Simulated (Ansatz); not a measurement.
The parent structure is SrZrO3 (space group P4mm, No. 99; a = 4.111 Å, c = 4.192 Å; a cell from a computed database, its experimental status unchecked). Axes: x, y, z lie along a, b, c of the conventional cell.

Perturbation: biaxial strain +0.44 %, plane normal [001], relaxed out of plane (Cartesian); in-plane vectors clamped, the third vector and the atoms free.

Levels (all Ansatz, a first-principles code, PAW): PBEsol (420 eV, scalar-relativistic without spin-orbit coupling); HSE06 (420 eV, without spin-orbit coupling).

The geometry is relaxed with PBEsol.

| Quantity | Value |
|---|---|
| PBEsol lowest conduction level above the VBM at special points | Γ 3.31 eV; Z 3.69 eV; X 4.13 eV |

### Question
How does going to HSE06 change the lowest conduction level above the VBM at special points?

### Answer
The lowest conduction level above the VBM at special points goes from Γ 3.31 eV; Z 3.69 eV; X 4.13 eV to Γ 4.91 eV; Z 5.31 eV; X 5.74 eV.

Single points use the geometry relaxed with PBEsol. The hybrid gap comes from the SCF mesh plus the semilocal run's edge points and a few special points and is an upper bound. The levels and masses belong to the bands next to the band gap. Stability against distortions was not tested.
